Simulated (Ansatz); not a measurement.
Structures of equal composition on the (0001) surface of hcp Ti: a pseudomorphic layer of Pt in the host's stacking; a pseudomorphic layer of Pt in the other hollow. The slabs share one bottom face, and each structure is named by its start. These are constructed structures in small cells; real faces may alloy, dewet or reconstruct in larger ones, and not all known structures of the face are among them. Slabs of about 12 Å with all that they carry, Fermi-Dirac smearing of 0.1 eV. Bottom of the slabs: a bare face, its two planes held. Relaxed from the named starts with such symmetry as they have, on meshes of like density; energies extrapolated to zero smearing; no spin-orbit coupling, no U. Spin-polarised runs, if any, are marked in brackets, and their order is one that fits the cell; the others ran without spin.

The numbers are results of PBE (plane waves to 420 eV, PAW; Ansatz, a first-principles code), not measurements.

Q: Put the candidates in order of energy per 1x1 cell, lowest first, for PBE.

A: a pseudomorphic layer of Pt in the other hollow (0.000 eV), a pseudomorphic layer of Pt in the host's stacking (0.070 eV)
